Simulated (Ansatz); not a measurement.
The starting structures come from a database of crystals and need not be the phases stable at ambient conditions.

 Where the default PAW files enter, the runs use the earlier of Ansatz's two default sets.

Tunnelling through a barrier is set by its complex band structure: the current falls as exp(−2κd) with the smallest κ.

Here is the system:

```xyz
12
Lattice="4.5541 0.0000 0.0000 -2.2770 3.9440 0.0000 0.0000 0.0000 27.9889" Properties=species:S:1:pos:R:3 pbc="T T T"
Pb     0.0000     2.6293    20.9981
Pb     2.2770     1.3147     7.0036
Pb     0.0000     2.6293    -0.0067
Pb     2.2770     1.3147    13.9878
I      0.0000     2.6293     5.1119
I      2.2770     1.3147    19.1063
I      0.0000     0.0000    22.8909
I      0.0000     0.0000     8.8965
I      0.0000     0.0000     1.8857
I      0.0000     0.0000    15.8802
I      2.2770     1.3147    26.0896
I      0.0000     2.6293    12.0952
```

Space group of this cell: P6_3mc. The cell was relaxed by PBE-D3(BJ).

Transport runs along the normal of the first two printed cell vectors, the (001) plane of the conventional cell.

The gap is the functional's own. No spin-orbit coupling. Mid-gap values are interpolated on the energy grid.

Compute, with PBEsol in Ansatz (a first-principles code), the band gap and the smallest decay constant κ at mid-gap.

Gap 2.10 eV on a 12×12×2 mesh; κ = 0.275 1/Å, at (0.500, 0.000) of the in-plane reciprocal vectors. At the zone centre, at the nearest computed energy, the slowest state has κ = 0.30 1/Å.
